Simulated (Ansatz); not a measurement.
Structures of equal composition on the (0001) surface of hcp Ti: a layer of Au in place of the second plane; a layer of Au in place of the third plane. The slabs share one bottom face, and each structure is named by its start. These are constructed structures in small cells; real faces may alloy, dewet or reconstruct in larger ones, and not all known structures of the face are among them. Slabs of about 12 Å with all that they carry, Fermi-Dirac smearing of 0.1 eV. Bottom of the slabs: a bare face, its two planes held. Relaxed from the named starts with such symmetry as they have, on meshes of like density; energies extrapolated to zero smearing; no spin-orbit coupling, no U. Spin-polarised runs, if any, are marked in brackets, and their order is one that fits the cell; the others ran without spin.

Level of theory: PBE (plane waves to 420 eV, PAW; Ansatz, a program for electronic structure).

Task: Rank these by energy per 1x1 cell (lowest first), as PBE gives it.

Result: a layer of Au in place of the third plane (0.000 eV), a layer of Au in place of the second plane (0.230 eV)
